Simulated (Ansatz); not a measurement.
Structure of amorphous Si24O49H2 (periodic cell):

```xyz
75
Lattice="10.4972 0.0000 0.0000 0.0000 10.4972 0.0000 0.0000 0.0000 10.4972" Properties=species:S:1:pos:R:3 pbc="T T T"
Si     3.9210     2.9945     2.2638
Si     2.5145     6.7713     0.0141
Si     3.1775     2.4460     7.2704
Si     2.3014     5.3377     7.7923
Si     7.5257     1.1770     7.9164
Si     9.2455     9.7513     0.3274
Si     9.5072    10.2231     6.0359
Si     1.1129     0.6842     5.5790
Si     3.2817     6.5884     4.9826
Si     7.8116     7.2551    10.2278
Si     6.0076     3.4110     6.2846
Si     8.5046     3.4291     9.5467
Si     7.1645     0.6080     2.2043
Si     4.6847     0.0687     8.6641
Si     6.7400     3.5107     3.1852
Si     3.5032     0.5186     3.9008
Si    10.2694     6.9014     1.0426
Si     4.1079     0.3647     1.0866
Si     7.1716     5.0779     8.4646
Si     3.2438     5.8309     2.6972
Si     1.3000     9.5457     0.1981
Si     7.3811     8.7826     4.4512
Si     4.7100     9.2042     5.9525
Si     7.8772     6.3532     2.5733
O      6.9519     4.0342     9.7500
O      4.4102     5.9403     3.9072
O      1.9327     0.2147     4.2591
O      7.3842     7.2915     3.7925
O      3.9999    10.1667     2.6169
O      2.9134     4.2893     2.2564
O      4.3980     0.1351     5.2218
O      6.2480     4.7952     7.1676
O      7.1485     6.8849     1.1779
O      3.7398     2.0003     1.0010
O      5.8689     0.6116     1.2783
O      8.0787     8.8764    10.1059
O      7.4687     2.0766     2.8871
O      6.2471     8.7797     5.6217
O      8.4708     1.8800     9.0611
O      8.8495     9.0509     5.1226
O      7.0257     6.6439     8.9388
O      0.5745     9.8865     6.5103
O      3.0378     5.7925     6.3856
O      6.2501     0.5099     8.6255
O      4.4568     2.9682     6.4037
O     10.0304     1.0872     5.2025
O      3.6863     2.1249     3.6371
O      3.5541     6.6843     1.2963
O     10.4417     8.6430     1.1109
O      2.9846     6.0082     9.1608
O      3.6929     1.3244     8.3232
O      6.3976     3.6730     4.7563
O      2.0453     8.2720    10.0194
O      8.5882     0.2957     1.3489
O      0.7577     5.7983     7.6749
O      0.0143    10.2968     9.9267
O      4.4928     9.3701     7.5593
O      1.9818     1.8075     6.3579
O      9.3303     6.6338    10.2411
O      7.1011     9.9453     3.3566
O      2.1157     6.4864     3.7682
O      2.2452     0.0334     0.9497
O      3.6562     8.1111     5.3815
O      5.4140     3.6449     2.2701
O      2.5220     3.7343     8.0140
O      7.0347     2.2738     6.8329
O      7.6914     4.7730     2.8025
O      9.5097     6.5496     2.4098
O      4.3275    10.0412    10.1467
O      8.7668     4.5362     8.2963
O      8.4510     0.0441     7.2217
O      1.1655     6.1691     0.7714
O      9.5423     3.6210     0.2762
H     10.4735     5.2650     7.9275
H      9.8146     2.8373     0.7776
```

These are PBE, scalar-relativistic without spin-orbit coupling (plane waves to 420 eV, PAW; Ansatz, a program for electronic structure) values and carry that method's errors.

It comes from a melt-quench run on a machine-learned potential (CHGNet), relaxed afterwards by DFT. O atoms were pushed apart under 1.9 Å during the dynamics, to hinder bonds among them. The hot cell started wider than the set density and was brought back towards it in steps. It is the lowest in DFT energy of 2 quenches. It is a model cell: composition and starting density were chosen by hand, and all elements were melted together. No dispersion term was used. Its density started from a set value of 2.18 and ended at 2.10 g/cm³. The quench (nominally 530 K/ps over its main leg) was far faster than any real one, so the model tends to hold more defects than a real film. A cell of this size samples the disorder only roughly. The volume was free in the relaxation, at fixed shape. Stress components on the final sampling reach 0.6 GPa.

Bonds are counted up to Si-Si 2.60 Å, Si-O 2.04 Å, Si-H 1.70 Å, O-O 1.58 Å, O-H 1.16 Å, H-H 0.90 Å. Two cations that share two anions don't count as bonded, nor two that share one unless they lie closer than Si-Si 2.38 Å.

**Question.** Give the coordination numbers, mean bond lengths and angles.

**Answer.** 
Mean coordination of Si by anions: 4.04 (23 with 4, 1 with 5)
Mean coordination of O: 2.02 (48 with 2, 1 with 3)
Mean coordination of H: 1.00 (2 with 1)
Mean Si-O bond: 1.648 Å (spread 0.050 Å, 97 counted)
Mean O-H bond: 0.974 Å (spread 0.005 Å, 2 counted)
Bond angle at Si: mean 109.3°, spread 9.5°
Bond angle at O: mean 130.1°, spread 20.5°

**Question.** Which atoms depart from the most common coordination of their element?

**Answer.** Si18 has 5 (O69 1.67 Å, O34 1.68 Å, O29 1.68 Å, O35 1.79 Å, O62 1.90 Å); O49 has 3 (Si17 1.75 Å, Si6 1.81 Å, Si21 1.87 Å).

**Question.** List the pairs of like atoms that count as bonded by the rules above.

**Answer.** There are none by these rules.
